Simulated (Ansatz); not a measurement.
System: TiAl₃ (I4/mmm, No. 139). Method: LDA in Ansatz (PAW).

Output (set-up and result lines):

```
Crystal: 4 atoms, lattice volume = 60.586 Å³
Basis set: ecut = 520 eV, 1627 PW (Γ), exchange–correlation on 80×80×80 points (8 copies of the dense FFT grid, shifted against one another)
Bands: 15, of which v1, the nominal top of the filled ones, is band 11 counted from 1 (10 counted from 0)
Symmetry: 16 space group operations
Space group: I4/mmm (ITA 139), of the structure as read, at distance tolerance 3.9e-5 Å
k-points: 641 of 8000
Functional: x = slater, c = lda
SCF iter   1: F=—  HF=-3990.615781 eV  |F-HF|=—  |Δ(HF+E_count)|=         —  Δρ=4.37e-3  dr2=8.21e-3
SCF iter   2: F=—  HF=-3990.614173 eV  |F-HF|=—  |Δ(HF+E_count)|=   1.61e-3  Δρ=2.51e-3  dr2=3.12e-3
  ...
SCF iter   7: F=—  HF=-3990.613316 eV  |F-HF|=—  |Δ(HF+E_count)|=   1.49e-9  Δρ=7.52e-7  dr2=6.52e-10
SCF iter   8: F=-3990.613316 eV  HF=-3990.613316 eV  |F-HF|=2.73e-12  |Δ(HF+E_count)|=  1.04e-10  Δρ=1.28e-7  dr2=8.58e-12
SCF 1 converged in 8 iterations: F = -3990.613316 eV  dr2 = 8.58e-12
SCF converged after 8 iterations
Free energy (F): -3990.613316 eV
Internal energy: -3990.599491 eV  (E = F + TS)
E sigma→0 (E₀):  -3990.606403 eV
Fermi energy:    9.824230 eV
--- Forces (eV/Å), atoms counted from 1 ---
  atom   1  Ti    -0.00000000     0.00000000     0.00000000
  atom   2  Al    -0.00000000     0.00000000    -0.00000000
  atom   3  Al     0.00000000     0.00000000     0.00000000
  atom   4  Al     0.00000000     0.00000000     0.00000000
--- Stress (GPa, compression-positive) ---
       -0.013602       0.000000       0.000000
        0.000000      -0.013602       0.000000
        0.000000       0.000000      -0.002100
  P = ⅓ Tr σ = -0.0098 GPa (-0.098 kbar)
```

Write an input file that could have produced this run (the log leaves some choices open).

This is not unique; one that fits is 
Ansatz 0.2 input:
```yaml
crystal:
  lattice:
    - [-1.8897641157, 1.8897641157, 4.2413157988]
    - [1.8897641157, -1.8897641157, 4.2413157988]
    - [1.8897641157, 1.8897641157, -4.2413157988]
  atoms:
    - { symbol: Ti, position: [0.0, 0.0, 0.0] }
    - { symbol: Al, position: [0.5, 0.5, 0.0] }
    - { symbol: Al, position: [0.75, 0.25, 0.5] }
    - { symbol: Al, position: [0.25, 0.75, 0.5] }
basis:
  ecutwfc: 520
  ecutrho_ratio: 4
  xc_grid: 2
kpoints:
  mp_grid: { grid: [20, 20, 20] }
hamiltonian:
  xc: lda
  dispersion: none
  pseudopotentials: { kind: paw }
scf:
  occupations: { method: fermi_dirac, width: 0.05 }
  convergence: { dr2_threshold: 0.0000000004 }
output:
  forces: true
  stress: true
  eigenvalues: true
```

The PAW data were made under PBE.

Ansatz is a quantum-chemistry and plane-wave program.
